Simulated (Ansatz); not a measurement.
Abridged Ansatz (a first-principles code) output:

```
Pseudopotential: As, paw, valence charge 15
Pseudopotential: Ca, paw, valence charge 10
Crystal: 5 atoms, lattice volume = 135.267 Å³
Basis set: ecut = 420 eV, 2603 PW (Γ), exchange–correlation on 72×72×90 points (8 copies of the dense FFT grid, shifted against one another)
Bands: 35, of which v1, the nominal top of the filled ones, is band 30 counted from 1 (29 counted from 0)
Symmetry: 12 space group operations
k-points: 40 of 320
Functional: x = pbesol(κ = 0.804, μ = 0.12345679012345678), c = pbesol(β = 0.046)
SCF iter   1: F=—  HF=-15013.009314 eV  |F-HF|=—  |Δ(HF+E_count)|=         —  Δρ=2.55e-3  dr2=1.38e-2  ethr=1.77e-3  ⟨swp⟩=9.3  Hψ=6383  notcnv=0
SCF iter   2: F=—  HF=-15013.006507 eV  |F-HF|=—  |Δ(HF+E_count)|=   2.81e-3  Δρ=1.39e-3  dr2=4.17e-3  ethr=2.31e-5  ⟨swp⟩=3.0  Hψ=2986  notcnv=0  defer=1
SCF 1 converged in 9 iterations: F = -15013.005756 eV  dr2 = 2.30e-10
SCF converged after 9 iterations
Free energy (F): -15013.005756 eV
Internal energy: -15013.005752 eV  (E = F + TS)
E sigma→0 (E₀):  -15013.005754 eV
Entropy (-TS):   -0.000004 eV (-0.001 meV/atom)
Fermi energy:    7.928851 eV
--- Forces (eV/Å), atoms counted from 1 ---
  atom   1  As    -0.00000000    -0.00000000    -0.00117437
  atom   2  As     0.00000000     0.00000000     0.00117437
  atom   3  Ca    -0.00000000     0.00000000     0.00000000
  atom   4  Ca     0.00000000     0.00000000     0.00043934
  atom   5  Ca     0.00000000     0.00000000    -0.00043934
--- Stress (GPa, compression-positive) ---
       -0.001354       0.000000       0.000000
        0.000000      -0.001354      -0.000000
        0.000000      -0.000000      -0.008290
  P = ⅓ Tr σ = -0.0037 GPa (-0.037 kbar)
```

Question: What was computed, and what are the main results?

Answer: Ca3As2, 5 atoms in the cell, with DFT with PBEsol, PAW potentials and a 420 eV plane-wave cutoff in Ansatz, no spin-orbit coupling. The last SCF converged to F = -15013.005756 eV, or -3002.6012 eV per atom, at a pressure of 0.00 GPa. The total energy compares only with runs of the same code, potentials and settings.

No phonon test of stability was made. The cell is Ca3As2 (space group P-3m1, No. 164; a hypothetical phase, not in the database extracts checked).
